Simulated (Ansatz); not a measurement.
**Response to strain in WC**

The parent structure is WC (space group P-6m2, No. 187; a = 2.899 Å, c = 2.827 Å; relaxed with 0.1 eV smearing). Axes: x lies along a and z along c of the hexagonal cell.

Strains are applied to the cell and any free atomic positions relax.

All numbers come from PBEsol in Ansatz (plane waves to 420 eV, PAW, without spin-orbit coupling).

Notes on the quantities. energy relative to the base: free energy F.

| uniaxial strain ε_xx (%) | energy relative to the base (meV/atom) |
|---|---|
| -3 | 22.8 |
| -2.5 | 15.7 |
| -2 | 9.9 |
| -1.5 | 5.5 |
| -1 | ? |
| -0.5 | 0.6 |
| 0 | 0.0 |

**Question.** Fit ΔE = Aε² + Bε³ (ε in %) to the rows shown and predict the withheld row.

**Answer.** Least squares on the printed values gives A = 2.37 and B = -0.056 meV/atom (largest residual 0.0 meV/atom); this predicts 2.4 meV/atom, and the run gives 2.4 meV/atom, in agreement.

Whether these cells are dynamically stable was not tested. All final runs are without spin polarisation.

Ansatz is a quantum-chemistry and plane-wave program.
